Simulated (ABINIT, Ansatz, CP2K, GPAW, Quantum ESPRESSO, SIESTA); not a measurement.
**Code comparison for GeRh (Pnma, 8 atoms in the cell)**

Self-consistent single point, at a second geometry (lattice scaled by 0.98). First geometry:

```
GeRh
1.0
    5.68631     0.00000     0.00000
    0.00000     3.30181     0.00000
    0.00000     0.00000     6.47300
Ge Rh
4 4
Cartesian
  4.59602   2.47636   2.82501
  1.09029   0.82545   3.64799
  3.93345   0.82545   6.06151
  1.75286   2.47636   0.41149
  5.66038   2.47636   5.15652
  0.02593   0.82545   1.31648
  2.86909   0.82545   1.92002
  2.81723   2.47636   4.55298
```

Shared settings, as Ansatz (a program for electronic structure) writes them: kpoints.mp_grid.grid = 3 6 3; scf.occupations.method = gaussian; scf.occupations.width = 0.1 eV. Potentials and cutoffs stand in the table.

| code | model | ΔF from the first geometry (meV/atom) | pressure (GPa) | largest force (eV/Å) | cutoff |
|---|---|---|---|---|---|
| SIESTA | GGA PBEsol, numerical atomic orbitals DZP, PseudoDojo PBEsol standard norm-conserving potentials (rewritten from UPF to PSML) | 23.0 | 10.88 | 0.433 | grid 300 Ry |
| GPAW | PBEsol, GPAW PAW datasets PBEsol (made by gpaw-setup) | 15.4 | 9.42 | 0.206 | 550 eV |
| Quantum ESPRESSO | PBEsol, PSlibrary ultrasoft (PBE) pseudopotentials | 24.2 | 10.90 | 0.301 | 60 Ry |
| CP2K | PBEsol, GPW, DZVP-MOLOPT-SR-GTH basis, GTH-PBE potentials (GTH_POTENTIALS) | 41.7 | 14.53 | 0.340 | grid 500 Ry |
| ABINIT | PBEsol, norm-conserving pseudopotentials (PseudoDojo nc-sr-04 PBEsol standard) | 11.5 | 8.65 | 0.232 | 44 Ha |
| Ansatz | PBEsol, PAW files made with PBE | 10.0 | 8.33 | 0.221 | default |

For Quantum ESPRESSO (by 0.4 GPa) the energy change implies a higher mean pressure, against the two pressures, than for the other programs: a sign of finite-basis (Pulay) stress.

Size of the force on each atom (eV/Å): Sizes of forces hide their directions.

```tsv
code	Ge1	Ge2	Ge3	Ge4	Rh5	Rh6	Rh7	Rh8
SIESTA	0.200	0.200	0.200	0.200	0.433	0.433	0.433	0.433
GPAW	0.121	0.121	0.121	0.121	0.206	0.206	0.206	0.206
Quantum ESPRESSO	0.152	0.152	0.152	0.152	0.301	0.301	0.301	0.301
CP2K	0.060	0.060	0.060	0.060	0.340	0.340	0.340	0.340
ABINIT	0.111	0.111	0.111	0.111	0.232	0.232	0.232	0.232
Ansatz	0.113	0.113	0.113	0.113	0.221	0.221	0.221	0.221
```

On Ansatz's run: spin polarisation is off.

The spread over the programs that give each value: ΔF from the first geometry within 31.7 meV/atom; pressure within 6.20 GPa; largest force within 0.227 eV/Å.

SIESTA and CP2K use small atom-centred bases, whose incompleteness enters pressures, forces and empty levels differently from a plane-wave cutoff. Ansatz's pressure is given at a fixed set of plane waves, as the other plane-wave codes print theirs; with its correction for the finite basis it is 8.44 GPa. In the pressure, SIESTA (by 1.84), Quantum ESPRESSO (by 1.86) and CP2K (by 5.49) lie more than 1 GPa from the median of the plane-wave programs. In the force vectors, SIESTA (by 0.306) and CP2K (by 0.116) lie more than 0.08 eV/Å from the median of the plane-wave programs.

The shared mesh is coarse (it stands for a supercell whose shortest vector is 17 Å), so the values are not converged in it.

The starting cell comes from a database of computed structures (which also holds hypothetical and non-ambient phases and stackings), without a prior relaxation at this level. Its lattice was rescaled by a random factor within 2.5 % of one. For this run, on top of that: lattice scaled by 0.98.

Left out of this page: Elk and FLEUR (not drawn, or without a comparable value).

Keys are those of Ansatz 0.2.
